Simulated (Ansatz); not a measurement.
The parent structure is Hf in the hcp (Mg type) structure (space group P6_3/mmc, No. 194; relaxed with 0.1 eV smearing).

```
Hf
1.0
    3.19829     0.00000     0.00000
   -1.59915     2.76980     0.00000
    0.00000     0.00000     5.04882
Hf
2
Cartesian
  1.59915   0.92327   3.78662
  0.00000   1.84653   1.26221
```

Cartesian axes are those of the cell as printed.

Level of theory: Ansatz (an electronic-structure program) r2SCAN, no spin-orbit coupling.

Strains are applied to the cell and any free atomic positions relax.

One change was made to it. Results:

```tsv
quantity	base	after
energy relative to the base (free energy F)	0 meV/atom	+6.5 meV/atom
pressure (mean of the normal stresses, compression positive)	0.0 GPa	0.0 GPa
```

### Question
Name the change that was made.
A) tensor shear ε_xz = +0.86 %
B) tensor shear ε_xz = +1.14 %
C) tensor shear ε_xz = +2.00 %
D) tensor shear ε_xz = +0.29 %

### Answer
C, tensor shear ε_xz = +2.00 %. For comparison, the energy relative to the base in the other runs: tensor shear ε_xz = +0.29 % gives +0.1 meV/atom; tensor shear ε_xz = +0.86 % gives +1.2 meV/atom; tensor shear ε_xz = +1.14 % gives +2.1 meV/atom.

Whether these cells are dynamically stable was not tested. All final runs are without spin polarisation.
